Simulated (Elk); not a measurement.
Input and output of a self-consistent single point for SrFe2As2 (I4/mmm, 5 atoms in the cell) (Elk).

Level of theory: PBEsol, all-electron FP-LAPW, Elk's shipped species files, LAPW+lo basis (Elk).

The change in words: lattice scaled by 0.98. Reference geometry:
```xyz
5
Lattice="-1.9620 1.9620 5.8356 1.9620 -1.9620 5.8356 1.9620 1.9620 -5.8356" Properties=species:S:1:pos:R:3 pbc="T T T"
Sr     0.0000     0.0000     0.0000
Fe     1.9620     0.0000     2.9178
Fe     0.0000     1.9620     2.9178
As     0.0000     0.0000     7.5746
As     0.0000     0.0000     4.0966
```

Reference input (self-consistent single point, DFT, PBEsol, all-electron FP-LAPW, Elk's shipped species files, LAPW+lo basis): xctype = 22; rgkmax = 7.5; stype = 0; swidth = 0.00734986 Ha; ngridk = 6 6 6; gmaxvr = 14 1/bohr; nxoapwlo = 1. This run's input differs from it in these lines:

```diff
@@ -22,5 +22,5 @@
 avec
-   -3.7077276942    3.7077276942   11.0276196325
-    3.7077276942   -3.7077276942   11.0276196325
-    3.7077276942    3.7077276942  -11.0276196325
+   -3.6335729513    3.6335729513   10.8070678067
+    3.6335729513   -3.6335729513   10.8070678067
+    3.6335729513    3.6335729513  -10.8070678067
```

The program printed (abridged):

```
│ Self-consistent loop started │
│ Loop number : 1 │
 total energy                :     -10275.0184746
│ Loop number : 2 │
 total energy                :     -10273.0086129
RMS change in Kohn-Sham potential (target) :   0.3762459562     (  0.1000000000E-05)
Absolute change in total energy (target)   :    2.009861767     (  0.1000000000E-03)
│ Loop number : 3 │
 total energy                :     -10271.2207396
RMS change in Kohn-Sham potential (target) :   0.3527523070     (  0.1000000000E-05)
Absolute change in total energy (target)   :    2.290338673     (  0.1000000000E-03)
│ Loop number : 4 │
   [... lines left out ...]
Absolute change in total energy (target)   :   0.4963773954E-03 (  0.1000000000E-03)
│ Loop number : 16 │
 total energy                :     -10240.4816318
RMS change in Kohn-Sham potential (target) :   0.2458816068E-06 (  0.1000000000E-05)
Absolute change in total energy (target)   :   0.1943418938E-03 (  0.1000000000E-03)
│ Loop number : 17 │
 total energy                :     -10240.4816261
RMS change in Kohn-Sham potential (target) :   0.4766780631E-07 (  0.1000000000E-05)
Absolute change in total energy (target)   :   0.5426616735E-04 (  0.1000000000E-03)
Convergence targets achieved

│ Loop number : 18 │

Energies :
 Fermi                       :     0.339672236367
 total energy                :     -10240.4816232

Density of states at Fermi energy :    74.56295292
 (states/Hartree/unit cell)

Estimated indirect band gap :   0.2242913987E-02
 from k-point     25 to k-point     20
Estimated direct band gap   :   0.6068366236E-02
 at k-point     20

Charges :
 core                        :    84.00000000
 valence                     :    72.00000000
 interstitial                :    9.202301388
 muffin-tins (core leakage)
  species :    1 (Sr)
   atom    1                 :    36.04417779     (  0.2899609910E-04)
  species :    2 (Fe)
   atom    1                 :    24.57451957     (  0.3180566921E-10)
   atom    2                 :    24.57451957     (  0.3180566921E-10)
  species :    3 (As)
   atom    1                 :    30.80224084     (  0.9366707331E-03)
   atom    2                 :    30.80224084     (  0.9366707331E-03)
 total in muffin-tins        :    146.7976986
 total calculated charge     :    155.9918727
 total charge                :    156.0000000
 error                       :   0.8127251268E-02

│ Self-consistent loop stopped │
```

The run converged in 18 iterations. The count includes the last loop, which Elk runs after its targets are met. 

The starting cell comes from a database of computed structures (which also holds hypothetical and non-ambient phases and stackings), without a prior relaxation at this level. For this run, on top of that: lattice scaled by 0.98. Spin polarisation is off, so a magnetic state, if there is one, cannot be reached. Values depend on the basis (sphere radii, cutoffs, local orbitals), which need not be converged. The log's line on a gap gives a spacing of levels on this mesh, which the program prints for metals too.

Cost on one core of a shared machine: roughly 70 s.
